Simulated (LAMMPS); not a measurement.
An MD run on a melt made from SiC (zinc blende), 1000 atoms, at 3770 K and 2 GPa, brought to that temperature within a few picoseconds.

Method: classical MD, pair style gw, file SiC.gw; code LAMMPS.

Give g(r) against r (Å) as the simulation yields it.

State found: liquid.
| r (Å) | g(r), C-Si |
|---|---|
| 1.500 | 0.000 |
| 1.540 | 0.003 |
| 1.580 | 0.080 |
| 1.620 | 0.182 |
| 1.660 | 0.517 |
| 1.700 | 1.07 |
| 1.740 | 1.91 |
| 1.780 | 2.82 |
| 1.820 | 3.78 |
| 1.860 | 4.51 |
| 1.900 | 4.55 |
| 1.940 | 4.36 |
| 1.980 | 4.17 |
| 2.020 | 3.62 |
| 2.060 | 3.05 |
| 2.100 | 2.44 |
| 2.140 | 2.06 |
| 2.180 | 1.60 |
| 2.220 | 1.15 |
| 2.260 | 0.685 |
| 2.300 | 0.424 |
| 2.340 | 0.261 |
| 2.380 | 0.246 |
| 2.420 | 0.252 |
| 2.460 | 0.268 |
| 2.500 | 0.341 |
| 2.540 | 0.400 |
| 2.580 | 0.393 |
| 2.620 | 0.432 |
| 2.660 | 0.469 |
| 2.700 | 0.521 |
| 2.740 | 0.519 |
| 2.780 | 0.548 |
| 2.820 | 0.603 |
| 2.860 | 0.585 |
| 2.900 | 0.637 |
| 2.940 | 0.655 |
| 2.980 | 0.665 |
| 3.020 | 0.706 |
| 3.060 | 0.731 |
| 3.100 | 0.743 |
| 3.140 | 0.766 |
| 3.180 | 0.796 |
| 3.220 | 0.788 |
| 3.260 | 0.803 |
| 3.300 | 0.793 |
| 3.340 | 0.874 |
| 3.380 | 0.866 |
| 3.420 | 0.884 |
| 3.460 | 0.908 |
| 3.500 | 0.919 |
| 3.540 | 0.926 |
| 3.580 | 0.952 |
| 3.620 | 0.947 |
| 3.660 | 0.964 |
| 3.700 | 0.987 |
| 3.740 | 0.985 |
| 3.780 | 0.966 |
| 3.820 | 1.03 |
| 3.860 | 1.01 |
| 3.900 | 1.01 |
| 3.940 | 1.04 |
| 3.980 | 1.05 |
| 4.020 | 1.11 |
| 4.060 | 1.09 |
| 4.100 | 1.07 |
| 4.140 | 1.13 |
| 4.180 | 1.16 |
| 4.220 | 1.17 |
| 4.260 | 1.19 |
| 4.300 | 1.18 |
| 4.340 | 1.21 |
| 4.380 | 1.22 |
| 4.420 | 1.23 |
| 4.460 | 1.22 |
| 4.500 | 1.16 |
| 4.540 | 1.21 |
| 4.580 | 1.20 |
| 4.620 | 1.19 |
| 4.660 | 1.17 |
| 4.700 | 1.15 |
| 4.740 | 1.11 |
| 4.780 | 1.07 |
| 4.820 | 1.07 |
| 4.860 | 1.06 |
| 4.900 | 1.07 |
| 4.940 | 1.02 |
| 4.980 | 1.02 |
| 5.020 | 1.01 |
| 5.060 | 1.00 |
| 5.100 | 0.967 |
| 5.140 | 0.974 |
| 5.180 | 0.947 |
| 5.220 | 0.895 |
| 5.260 | 0.915 |
| 5.300 | 0.911 |
| 5.340 | 0.928 |

Caution: at ambient pressure real SiC sublimes or decomposes before or as it melts, so this liquid is the model's. Caution: a run this short can hold a crystal over, or a liquid under, the potential's own melting point, which these runs don't give.
